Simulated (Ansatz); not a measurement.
Given:

```yaml
crystal:
  lattice:
    - [3.81159, 0.00000, 0.00000]
    - [0.00000, 5.39041, 0.00000]
    - [0.00000, 0.00000, 20.71739]
  atoms:
    - { symbol: S, position: [0.75000, 0.49242, 0.35529] }
    - { symbol: Zn, position: [0.25000, 0.29777, 0.38384] }
    - { symbol: S, position: [0.25000, 0.98047, 0.45639] }
    - { symbol: Zn, position: [0.75000, 0.72934, 0.44787] }
    - { symbol: S, position: [0.75000, 0.48047, 0.54361] }
    - { symbol: Zn, position: [0.25000, 0.22934, 0.55213] }
    - { symbol: S, position: [0.25000, 0.99242, 0.64471] }
    - { symbol: Zn, position: [0.75000, 0.79777, 0.61616] }
```

No spin polarisation.

All numbers come from r2SCAN (Ansatz, a first-principles code, PAW, no SOC), earlier PAW set. Γ-centred 9×6×1 mesh, Fermi–Dirac width 0.05 eV. The cell is a slab with vacuum along z.

Q: Predict the gap character, valence-band top at Γ, layer's space group and band gap.

A: 
- Gap character: direct at Γ
- Valence-band top at Γ (three highest levels, from the VBM): 0.00, -0.32, -0.33 eV
- Layer's space group (with vacuum): Pmn2_1 (No. 31)
- Band gap: 3.00 eV

Stability against distortions was not tested. The cell was made from ZnS in the zinc blende structure (space group F-43m, No. 216) by this change: a free-standing slab of 4 layers (8 atoms, 2 a layer) is cut normal to [110], with 15 Å of vacuum and the in-plane cell held at bulk.
